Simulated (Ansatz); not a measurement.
# Mo, response to strain

Consider Mo in the bcc (W type) structure (space group Im-3m, No. 229; relaxed with 0.1 eV smearing).

```yaml
crystal:
  lattice:
    - [-1.56498, 1.56498, 1.56498]
    - [1.56498, -1.56498, 1.56498]
    - [1.56498, 1.56498, -1.56498]
  atoms:
    - { symbol: Mo, position: [0.00000, 0.00000, 0.00000] }
```

Strains are applied to the cell and any free atomic positions relax.

Computed with PBEsol (Ansatz, a program for electronic structure; PAW; 420 eV plane waves; scalar-relativistic without spin-orbit coupling).

Notes on the quantities. energy relative to the base: free energy F.

| isotropic strain (%) | energy relative to the base (meV/atom) |
|---|---|
| -3 | 119.2 |
| -2.5 | 81.5 |
| -2 | 51.4 |
| -1 | 12.4 |
| 0 | 0.0 |
| 0.5 | 3.0 |
| 1 | 11.7 |
| 1.5 | ? |
| 3 | 98.6 |

Q: Fit ΔE = Aε² + Bε³ (ε in %) to the rows shown and predict the withheld row.

A: Least squares on the printed values gives A = 12.1 and B = -0.38 meV/atom (largest residual 0.1 meV/atom); this predicts 25.9 meV/atom, and the run gives 25.9 meV/atom, in agreement.

Stability against distortions was not tested. The final runs are not spin-polarised.
